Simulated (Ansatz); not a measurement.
Start from SiO2 (space group P3_221, No. 154; a = 4.9490 Å, c = 5.4415 Å).

Method: PBEsol/PAW in Ansatz (an electronic-structure program), no spin-orbit coupling.

Base values:

- Pressure: 0.01 GPa

Now apply this change: the cell is scaled by 1.0150 in all directions, atoms relaxed at fixed cell.

### Question
Estimate the effect on the energy relative to the base, largest internal atomic displacement and pressure.

### Answer
The energy goes up by 2.4 meV/atom; the largest internal atomic displacement is 0.116 Å; the pressure (mean of the normal stresses, compression positive) falls by 1.25 GPa to -1.24 GPa.

The cells carry an imposed strain or load. Whether these cells are dynamically stable was not tested.
